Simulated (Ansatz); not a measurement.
Base system: CuCl in the zinc blende structure (space group F-43m, No. 216; a = 5.290 Å).

The values are results of Kohn–Sham DFT with the PBEsol functional, run in Ansatz (a quantum-chemistry and plane-wave program) with PAW and 420 eV plane waves, without spin-orbit coupling, not measurements.

Before the change:

The gap character is direct at Γ and the gap between the host's bands comes out as 0.55 eV.

One thing is altered: 0.259 electrons added to each cell, a density of 7.0×10^21 cm⁻³, with a uniform compensating background at fixed cell and a 300 K Fermi–Dirac width.

Q: Predict the new gap character.

A: The gap character stays direct at Γ.

Q: What does the calculation give for the gap between the host's bands after the change?

A: The gap between the host's bands falls by 0.127 eV (0.55 eV → 0.43 eV).

Q: What happens to the Fermi level from band edge?

A: The Fermi level relative to the doped band's edge (positive inside the band; to 0.05 eV) is +2.25 eV.

Charged cell with a jellium background: band edges are those of the host's band count, energies are not comparable with the neutral cell, and many-body gap narrowing is missing. Whether these cells are dynamically stable was not tested. No Hubbard U is applied. The final runs are not spin-polarised.
